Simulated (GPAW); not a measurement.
A self-consistent single point of SiC (F-43m, 2 atoms in the cell) with GPAW.

Method: PBE, GPAW PAW datasets PBE (gpaw-data 1.0.1) (plane waves; GPAW).

The change in words: lattice scaled by 0.98. Reference geometry:
```xyz
2
Lattice="0.0000 2.1800 2.1800 2.1800 0.0000 2.1800 2.1800 2.1800 0.0000" Properties=species:S:1:pos:R:3 pbc="T T T"
Si     0.0000     0.0000     0.0000
C      1.0900     1.0900     1.0900
```

Reference input (self-consistent single point, DFT PBE, plane waves, GPAW PAW datasets PBE (gpaw-data 1.0.1)): mode = pw; ecut = 900 eV; xc = PBE; kpts = 10 10 10; mesh shift (steps) = 0 0 0; occupations.name = fermi-dirac; occupations.width = 0.02 eV; nbands = -4; convergence.density = 1e-05 e/electron; convergence.bands = -2; symmetry.symmorphic = false; symmetry.tolerance = 0.0005. This run's input differs from it in these lines:

```diff
@@ -5,5 +5,5 @@
 atoms = Atoms(['Si', 'C'],
-              cell=[[0.000000, 2.180000, 2.180000],
-                    [2.180000, 0.000000, 2.180000],
-                    [2.180000, 2.180000, 0.000000]],
+              cell=[[0.000000, 2.136400, 2.136400],
+                    [2.136400, 0.000000, 2.136400],
+                    [2.136400, 2.136400, 0.000000]],
               scaled_positions=[[0.000000, 0.000000, 0.000000],
```

The program printed (abridged):

```
     iter     time        total  log10-change:
                         energy   eigst   dens
iter:   1 --:--:--   -16.656762   +0.92
iter:   2 --:--:--   -16.258539   +0.30  -0.56
iter:   3 --:--:--   -14.890893   +0.07  -0.61
iter:   4 --:--:--   -14.908979   -0.74  -1.09
iter:   5 --:--:--   -14.902811   -1.24  -1.25
iter:   6 --:--:--   -14.900853   -2.34  -1.82
iter:   7 --:--:--   -14.902370c  -1.91  -1.78
iter:   8 --:--:--   -14.896228   -2.54  -1.87
iter:   9 --:--:--   -14.896223   -4.47  -2.93
iter:  10 --:--:--   -14.896253c  -4.94  -2.92
iter:  11 --:--:--   -14.896243c  -6.01  -2.84
iter:  12 --:--:--   -14.896192c  -4.96  -2.87
iter:  13 --:--:--   -14.896172c  -5.09  -3.11
iter:  14 --:--:--   -14.896166c  -5.21  -3.42
iter:  15 --:--:--   -14.896166c  -6.72  -4.49
iter:  16 --:--:--   -14.896166c  -7.58c -4.56
iter:  17 --:--:--   -14.896166c  -7.30  -4.61
iter:  18 --:--:--   -14.896166c  -7.92c -4.57
iter:  19 --:--:--   -14.896166c  -9.16c -4.97
iter:  20 --:--:--   -14.896166c -10.40c -5.01c
Converged after 20 iterations.

Dipole moment: (-1.344460, -1.344460, -1.344460) |e|*Ang

Energy contributions relative to reference atoms: (reference = -8913.972366)

Kinetic:        +22.581970
Potential:      -18.549073
External:        +0.000000
XC:             -18.907078
Entropy (-ST):   -0.000000
Local:           -0.021985
SIC:             +0.000000
--------------------------
Free energy:    -14.896166
Extrapolated:   -14.896166

Showing only first 2 kpts
 Kpt  Band  Eigenvalues  Occupancy
  0     2      8.93584    2.00000
  0     3      8.93584    2.00000
  0     4     15.90143    0.00000
  0     5     16.66171    0.00000

  1     2      8.44629    2.00000
  1     3      8.44629    2.00000
  1     4     15.82436    0.00000
  1     5     16.65894    0.00000

Fermi level: 9.50411

Gap: 1.292 eV
Transition (v -> c):
   [... lines left out ...]
Direct/indirect transitions are different
Direct gap: 4.599 eV
Transition at: (s=0, k=41, n=3, [0.50, 0.50, 0.00])
Energy (eV): -14.896166

Forces in eV/Ang:
  0 Si    0.00000   -0.00000   -0.00000
  1 C     0.00000   -0.00000   -0.00000

Stress tensor:
    -0.123712    -0.000000    -0.000000
    -0.000000    -0.123712    -0.000000
    -0.000000    -0.000000    -0.123712
Stress (GPa, Voigt): [-19.8209 -19.8209 -19.8209  -0.      -0.      -0.    ]
```

The run converged in 20 iterations. GPAW prints stress with tension positive. Against the reference run the free energy goes up by 45.2 meV/atom and the gap on the mesh goes from 1.351 to 1.292 eV.

At such cutoffs GPAW's stress carries a finite-basis (Pulay) error, which enters relaxed cells too; its log prints stress with tension positive.

The starting cell has typed, rounded lattice constants, without a prior relaxation at this level. For this run, on top of that: lattice scaled by 0.98.
